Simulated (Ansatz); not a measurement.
Ansatz (a program for electronic structure), DFT, r2SCAN, plane waves, its default PAW files: In6TeO12 (from the phase in space group 148, mp-22189) (O12In6Te), 19 atoms. Basis and mesh were picked for this test and aren't claimed converged.

```
Property                                                       Result
------------------------------  -------------------------------------
cell                            6.25, 6.25, 6.25 Å; 98.7, 98.7, 98.7°
task                                                     single point
k mesh                                                          4×4×4
hamiltonian.xc                                                 r2scan
kind of files                                                     paw
scf.occupations.method                                    fermi_dirac
scf.occupations.width                                         0.05 eV
output.forces                                                    true
binding of workers (--pin)                                        off
k-point pools (--kpoint-pools)                                      1
memory maximum (--max-ram)                                       8GiB
accuracy                                             medium (default)
basis.precision                                        auto (default)
basis.xc_grid                                             4 (default)
scf.eigensolver.kind                                   auto (default)
scf.mixing.algorithm                                   auto (default)
scf.mixing.preconditioner                              auto (default)
scf.convergence.dr2_threshold                   2.34574e-07 (default)
scf.lower_state_search                                light (default)
k-points after symmetry                                            14
bands at the start                                                102
electrons                                                         166
plane waves at Γ                                                 5969
cutoff (eV)                                                       500
FFT grid                                                     48×48×48
symmetry operations                                                 6
```

One run each. The counts of a restarted run leave out the earlier run.

All on 4 threads. Base settings, kept where nothing else is said: earlier_run = none (default) (scf.initial_density.chi_scale, scf.initial_density.normalization, checkpoint.read, checkpoint.density_extrapolation, kpoints.initial_grid not set). The settings tried:
- checkpoint.read = first.ck, earlier_run = first_atom_moved_ang=0 orbitals_saved=false kpoints.mp_grid.grid=2×2×2
- checkpoint.read = first.ck, earlier_run = first_atom_moved_ang=0 orbitals_saved=false hamiltonian.xc=pbe
- the base settings
- checkpoint.read = first.ck, earlier_run = first_atom_moved_ang=0 orbitals_saved=true scf.convergence.dr2_threshold=0.001
- checkpoint.read = first.ck, earlier_run = first_atom_moved_ang=0.1 orbitals_saved=false, checkpoint.density_extrapolation = follow_atoms
- checkpoint.read = first.ck, earlier_run = first_atom_moved_ang=0.03 orbitals_saved=false
- kpoints.initial_grid = auto
- checkpoint.read = first.ck, earlier_run = first_atom_moved_ang=0.3 orbitals_saved=false
- scf.initial_density.chi_scale = 0, scf.initial_density.normalization = cell
- checkpoint.read = first.ck, earlier_run = first_atom_moved_ang=0.1 orbitals_saved=false, checkpoint.density_extrapolation = none
- checkpoint.read = first.ck, earlier_run = first_atom_moved_ang=0.1 orbitals_saved=false
- scf.initial_density.chi_scale = 0.1
- checkpoint.read = first.ck, earlier_run = first_atom_moved_ang=0 orbitals_saved=false scf.convergence.dr2_threshold=0.001
- checkpoint.read = first.ck, earlier_run = first_atom_moved_ang=0.03 orbitals_saved=true, checkpoint.density_extrapolation = none

Q: Predict which of these converge in the fewest SCF iterations (all cycles of the run, searches included).

A: Fewest SCF iterations (all cycles of the run, searches included), with those close behind: checkpoint.read = first.ck, earlier_run = first_atom_moved_ang=0 orbitals_saved=false scf.convergence.dr2_threshold=0.001 (3); checkpoint.read = first.ck, earlier_run = first_atom_moved_ang=0 orbitals_saved=true scf.convergence.dr2_threshold=0.001 (3); checkpoint.read = first.ck, earlier_run = first_atom_moved_ang=0 orbitals_saved=false kpoints.mp_grid.grid=2×2×2 (5); checkpoint.read = first.ck, earlier_run = first_atom_moved_ang=0.03 orbitals_saved=false (6); checkpoint.read = first.ck, earlier_run = first_atom_moved_ang=0.1 orbitals_saved=false, checkpoint.density_extrapolation = follow_atoms (6). Most among those that reach the base run's result: kpoints.initial_grid = auto (13). All converged.

```json
[
 {"setting": "checkpoint.read = first.ck, earlier_run = first_atom_moved_ang=0 orbitals_saved=false scf.convergence.dr2_threshold=0.001", "SCF iterations (all cycles of the run, searches included)": "3", "applications of H to a band": "20893", "end": "converged"},
 {"setting": "checkpoint.read = first.ck, earlier_run = first_atom_moved_ang=0 orbitals_saved=true scf.convergence.dr2_threshold=0.001", "SCF iterations (all cycles of the run, searches included)": "3", "applications of H to a band": "12890", "end": "converged"},
 {"setting": "checkpoint.read = first.ck, earlier_run = first_atom_moved_ang=0 orbitals_saved=false kpoints.mp_grid.grid=2×2×2", "SCF iterations (all cycles of the run, searches included)": "5", "applications of H to a band": "23418", "end": "converged"},
 {"setting": "checkpoint.read = first.ck, earlier_run = first_atom_moved_ang=0.03 orbitals_saved=false", "SCF iterations (all cycles of the run, searches included)": "6", "applications of H to a band": "26521", "end": "converged"},
 {"setting": "checkpoint.read = first.ck, earlier_run = first_atom_moved_ang=0.1 orbitals_saved=false, checkpoint.density_extrapolation = follow_atoms", "SCF iterations (all cycles of the run, searches included)": "6", "applications of H to a band": "26687", "end": "converged"},
 {"setting": "the base settings", "SCF iterations (all cycles of the run, searches included)": "7", "applications of H to a band": "25259", "end": "converged"},
 {"setting": "checkpoint.read = first.ck, earlier_run = first_atom_moved_ang=0.1 orbitals_saved=false", "SCF iterations (all cycles of the run, searches included)": "7", "applications of H to a band": "29379", "end": "converged"},
 {"setting": "checkpoint.read = first.ck, earlier_run = first_atom_moved_ang=0.3 orbitals_saved=false", "SCF iterations (all cycles of the run, searches included)": "8", "applications of H to a band": "29860", "end": "converged"},
 {"setting": "checkpoint.read = first.ck, earlier_run = first_atom_moved_ang=0.1 orbitals_saved=false, checkpoint.density_extrapolation = none", "SCF iterations (all cycles of the run, searches included)": "8", "applications of H to a band": "30084", "end": "converged"},
 {"setting": "checkpoint.read = first.ck, earlier_run = first_atom_moved_ang=0.03 orbitals_saved=true, checkpoint.density_extrapolation = none", "SCF iterations (all cycles of the run, searches included)": "8", "applications of H to a band": "26376", "end": "converged"},
 {"setting": "checkpoint.read = first.ck, earlier_run = first_atom_moved_ang=0 orbitals_saved=false hamiltonian.xc=pbe", "SCF iterations (all cycles of the run, searches included)": "8", "applications of H to a band": "29776", "end": "converged"},
 {"setting": "scf.initial_density.chi_scale = 0.1", "SCF iterations (all cycles of the run, searches included)": "9", "applications of H to a band": "30595", "end": "converged"},
 {"setting": "scf.initial_density.chi_scale = 0, scf.initial_density.normalization = cell", "SCF iterations (all cycles of the run, searches included)": "9", "applications of H to a band": "28452", "end": "converged"},
 {"setting": "kpoints.initial_grid = auto", "SCF iterations (all cycles of the run, searches included)": "13", "applications of H to a band": "30246", "end": "converged"}
]
```

Keys are those of Ansatz 0.2.
